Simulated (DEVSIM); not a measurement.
System: Al0.25Ga0.75As/GaAs n-p heterojunction, at 350 K.

Layer 1 from the left is Al0.25Ga0.75As, thickness (μm) 0.0970, Nd (cm⁻³) 1.6e17, τn (s) 1.2e-8, τp (s) 3.6e-7. Layer 2 from the left is GaAs, thickness (μm) 2.30, Na (cm⁻³) 3.9e16, τn (s) 1.2e-8, τp (s) 1.2e-8.

Left contact: ohmic. Right contact: ohmic. Voltage is applied to the left contact. Recombination: SRH at mid-gap, radiative, Auger. Mobility is constant in doping.

This is a model device: material constants are rounded textbook-type values typed into the input, and sizes, dopings and lifetimes were drawn at random. Values at 300 K; Nc and Nv go as T^1.5, mobilities as T to minus their exponent, the gap by Varshni's rule with the affinity fixed.

Al0.25Ga0.75As: gap (eV) 1.7357, affinity (eV) 3.8725, permittivity 12.19, Nc (cm⁻³) 6.5e17, Nv (cm⁻³) 9e18, μn (cm²/Vs) 4375, μp (cm²/Vs) 221, T exponent of μn 2.1, T exponent of μp 2.2, B (cm³/s) 2e-10, Cn (cm⁶/s) 1e-30, Cp (cm⁶/s) 1e-30, Varshni α (eV/K) 0.000541, Varshni β (K) 204. GaAs: gap (eV) 1.424, affinity (eV) 4.07, permittivity 12.9, Nc (cm⁻³) 4.7e17, Nv (cm⁻³) 9e18, μn (cm²/Vs) 8500, μp (cm²/Vs) 400, T exponent of μn 2.1, T exponent of μp 2.2, B (cm³/s) 2e-10, Cn (cm⁶/s) 1e-30, Cp (cm⁶/s) 1e-30, Varshni α (eV/K) 0.000541, Varshni β (K) 204.

Model (solved in DEVSIM): 1D drift-diffusion, Boltzmann statistics, complete ionisation; no tunnelling, impact ionisation, image-force lowering or self-heating. Band offsets follow the typed affinities; no thermionic-emission limit at abrupt steps, no polarisation charge.

Task: What does the simulation give for the largest field in the device at zero bias, the potential step across the device at zero bias, the dark forward voltage at 1 A/cm²?

Result: largest field in the device at zero bias 110000 V/cm; potential step across the device at zero bias 1.378 V; dark forward voltage at 1 A/cm² 0.889 V.
